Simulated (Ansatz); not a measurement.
An Ansatz (a quantum-chemistry and plane-wave program) input (Kohn–Sham DFT with the PBEsol functional, run in Ansatz with PAW and 420 eV plane waves, no SOC, earlier PAW set):

Ansatz 0.2 input:
```yaml
crystal:
  lattice:
    - [0, 3.0002676601, 3.0002676601]
    - [3.0002676601, 0, 3.0002676601]
    - [3.0002676601, 3.0002676601, 0]
  atoms:
    - { symbol: Cl, position: [0.75, 0.75, 0.75] }
    - { symbol: Zn, position: [0, 0, 0] }
basis: { ecutwfc: 420, ecutrho_ratio: 4, xc_grid: 2, fft_grid_basis: typed }
kpoints: { mp_grid: { grid: [13, 13, 13] } }
hamiltonian:
  xc: pbesol
  dispersion: none
  pseudopotentials: { azcp: { folder: ./paw }, kind: paw }
scf: { occupations: { method: fermi_dirac, width: 0.05 }, convergence: { dr2_threshold: 0.0000000002 } }
output: { forces: true, stress: true }
checkpoint: { write: state.ck, write_every: 1000 }
```

**Question.** Which symmetry and how many k-points will the program report, and about how many plane waves at Γ?

**Answer.** Space group F-43m (ITA 216) with 24 operations, k-points 84 of 2197, and 1067 plane waves at Γ.

Whether these cells are dynamically stable was not tested. The final runs are not spin-polarised. An odd electron count without spin: ZnCl. The cell was made from ZnS by this change: S → Cl; the result is a hypothetical phase, not in the database extracts checked.
